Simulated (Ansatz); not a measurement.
Abridged Ansatz (a first-principles code) output:

```
Pseudopotential: Si, paw, valence charge 4
Pseudopotential: Sn, paw, valence charge 14
Pseudopotential: O, paw, valence charge 6
Crystal: 8 atoms, lattice volume = 92.856 Å³
Basis set: ecut = 420 eV, 1827 PW (Γ), exchange–correlation on 48×48×120 points (8 copies of the dense FFT grid, shifted against one another)
Bands: 33, of which v1, the nominal top of the filled ones, is band 25 counted from 1 (24 counted from 0)
Symmetry: 8 space group operations
k-points: 144 of 1176 (time reversal used)
Functional: x = pbesol(κ = 0.804, μ = 0.12345679012345678), c = pbesol(β = 0.046)
SCF iter   1: F=—  HF=-10059.393011 eV  |F-HF|=—  |Δ(HF+E_count)|=         —  Δρ=1.89e-2  dr2=3.02e-1  ethr=1.77e-3  ⟨swp⟩=6.3  Hψ=22462  notcnv=0  defer=29
SCF iter   2: F=—  HF=-10059.320797 eV  |F-HF|=—  |Δ(HF+E_count)|=   7.22e-2  Δρ=4.19e-3  dr2=2.54e-2  ethr=6.03e-4  ⟨swp⟩=2.1  Hψ=8469  notcnv=0  defer=312
SCF 1 converged in 12 iterations: F = -10059.315423 eV  dr2 = 1.96e-10
SCF converged after 12 iterations
Free energy (F): -10059.315423 eV
Internal energy: -10059.307258 eV  (E = F + TS)
E sigma→0 (E₀):  -10059.311341 eV
Entropy (-TS):   -0.008164 eV (-1.021 meV/atom)
Fermi energy:    11.349494 eV
  E_disp       = -1.740546  (pairwise vdW)
--- Forces (eV/Å), atoms counted from 1 ---
  atom   1  Si     0.00000000     0.00000000     0.00133116
  atom   2  Si     0.00000000     0.00000000    -0.00326070
  atom   3  Sn     0.00000000     0.00000000     0.00189579
  atom   4  Si    -0.00000000     0.00000000     0.00117009
  atom   5  O     -0.00000000     0.00000000    -0.00119815
  atom   6  O      0.00000000     0.00000000     0.00062578
  atom   7  O     -0.00000000     0.00000000    -0.00119815
  atom   8  O     -0.00000000     0.00000000     0.00062578
--- Stress (GPa, compression-positive) ---
        0.007628       0.000000      -0.000000
        0.000000       0.007628       0.000000
       -0.000000       0.000000       0.007004
  P = ⅓ Tr σ = 0.0074 GPa (0.074 kbar)
```

Q: What was computed, and what are the main results?

A: SnSi3O4, 8 atoms in the cell, with PBEsol-D3(BJ) (Ansatz), spin-orbit coupling left out. The last SCF converged to F = -10059.315423 eV, or -1257.4144 eV per atom, at a pressure of 0.01 GPa. The total energy compares only with runs of the same code, potentials and settings.

These are small ordered cells, not random alloys; other orderings at the same x differ. Stability against distortions was not tested. The final runs are not spin-polarised. The cell was made from SnO by this change: x(Si) = 0.75, 8 atoms, P4mm. The D3 term's C6 switches between coordination references near this geometry, which can add small steps to energies.
